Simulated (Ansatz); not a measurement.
An Ansatz (an electronic-structure program) input (PBE/PAW in Ansatz, no spin-orbit coupling):

Ansatz 0.2 input:
```yaml
crystal:
  lattice:
    - [3.0919530176, 0, 0]
    - [-1.5459765088, 2.6777098605, 0]
    - [0, 0, 5.0742727635]
  atoms:
    - { symbol: Si, position: [0.6666666667, 0.3333333333, 0.0005198069] }
    - { symbol: Si, position: [0.3333333333, 0.6666666667, 0.5005198069] }
    - { symbol: C, position: [0.6666666667, 0.3333333333, 0.6246801931] }
    - { symbol: C, position: [0.3333333333, 0.6666666667, 0.1246801931] }
basis: { ecutwfc: 420, ecutrho_ratio: 4, xc_grid: 2, fft_grid_basis: typed }
kpoints: { mp_grid: { grid: [12, 12, 7] } }
hamiltonian:
  xc: pbe
  dispersion: none
  pseudopotentials: { kind: paw }
scf: { occupations: { method: fermi_dirac, width: 0.05 }, convergence: { dr2_threshold: 0.0000000004 } }
output: { forces: true, stress: true }
checkpoint: { write: state.ck, write_every: 1000 }
```

Question: Which symmetry and how many k-points will the program report, and about how many plane waves at Γ?

Answer: Space group P63mc (ITA 186) with 12 operations, k-points 76 of 1008, and 809 plane waves at Γ.

Stability against distortions was not tested. The cell is SiC in the wurtzite structure (space group P6_3mc, No. 186).
